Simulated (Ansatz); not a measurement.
GaN: band gap against strain

GaN (zinc blende, F-43m, 11.055 Å³/atom at rest) under an equal strain ε in the (001) plane with the normal axis free, as in a coherent film. LDA in Ansatz, a plane-wave DFT program (PAW, default set), 420 eV, 13×13×13 Γ-centred mesh, Fermi-Dirac smearing 0.05 eV; ions are relaxed within the symmetry of each cell. Gaps are the smallest over the k-mesh and a band path, without spin-orbit coupling; in all rows the valence edge lies at Γ and the conduction edge at Γ.

Here s stands for strain and Eg for gap.

| strain (%) | gap (eV) |
|---|---|
| 0.00 | 1.955 |
| 0.50 | 1.893 |
| 1.00 | 1.833 |
| 1.50 | 1.775 |
| 3.00 | ? |

Question: Using a straight line, estimate the missing Eg at s = 3.00 from the other rows, showing the fit.

Answer: Means: s 0.75000, Eg 1.8640. About the means, the sum of products is -0.15000 and the sum of squares of s is 1.2500; the slope is their ratio. Least squares gives Eg = 1.9540 - 0.12000·s. Residuals (row less fit): 0.0010, -0.0010, -0.0010, 0.0010; standard error 0.0014 (degrees of freedom: 2). Over these rows the gap moves by -12 ± 0.1 eV per unit strain. At the withheld row, Eg = 1.9540 - 0.12000 × 3.0 = 1.5940 eV. The calculation gives 1.609 eV, 0.0150 eV above the prediction (4.3 % of the range of Eg in the table). The row lies outside the fitted rows, so this is an extrapolation. From the scatter of the fitted rows alone, a prediction at this place has a standard error of 0.0033 eV, so the miss is 4.5 times that.

One order more, fitted to all 7 runs of the series, follows each within 0.001, so the miss is the next term of a smooth law. GaN is here a metastable form; wurtzite is the usual one. Rows are the converged runs of the series near zero and its far end; series whose fitted rows scatter by over a few per cent of the range, as at a crossing or softening among them, aren't shown in this form. Most that stay on the fit to the last digits aren't either.
